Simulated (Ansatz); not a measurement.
The starting structures come from a database of crystals and need not be the phases stable at ambient conditions.

Here is the system:

```
Ta2O5
1.0
    3.84085     0.00000     0.00000
    0.00000     3.87416     0.00000
    0.00000     0.00000    13.03732
Ta O
4 10
Direct
  0.00000   0.02271   0.14580
  0.00000   0.02271   0.85420
  0.50000   0.97729   0.35420
  0.50000   0.97729   0.64580
  0.50000   0.00206   0.18523
  0.50000   0.00206   0.81477
  0.00000   0.99794   0.31477
  0.00000   0.99794   0.68523
  0.00000   0.50765   0.85107
  0.00000   0.50765   0.14893
  0.50000   0.49235   0.64893
  0.50000   0.49235   0.35107
  0.50000   0.99500   0.50000
  0.00000   0.00500   0.00000
```

Space group of this cell: Pmmn. The cell is taken as given; by r2SCAN its mean pressure is -1.0 GPa.

The current runs along the normal of the first two printed vectors. All runs by Ansatz (a first-principles code), plane waves and PAW, without spin-orbit coupling; the base is r2SCAN.

```tsv
run	mean pressure (GPa)	gap (eV)	mid-gap κ (1/Å)
base	-1.0	2.79	0.351
all lengths scaled by 0.98	15.3	2.97	0.354
all lengths scaled by 1.02	-13.3	…	…
lda in place of r2scan	-5.8	2.22	0.328
lengths across the current scaled by 1.02, ions clamped	-9.6	…	0.351
lengths along the current scaled by 0.97, ions clamped	6.8	…	…
pbesol in place of r2scan	-1.1	2.28	0.331
```

Question: Fill in the missing entries.

Answer: 
- all lengths scaled by 1.02, gap (eV): 2.62
- all lengths scaled by 1.02, mid-gap κ (1/Å): 0.346
- lengths across the current scaled by 1.02, ions clamped, gap (eV): 2.62
- lengths along the current scaled by 0.97, ions clamped, gap (eV): 2.80
- lengths along the current scaled by 0.97, ions clamped, mid-gap κ (1/Å): 0.358
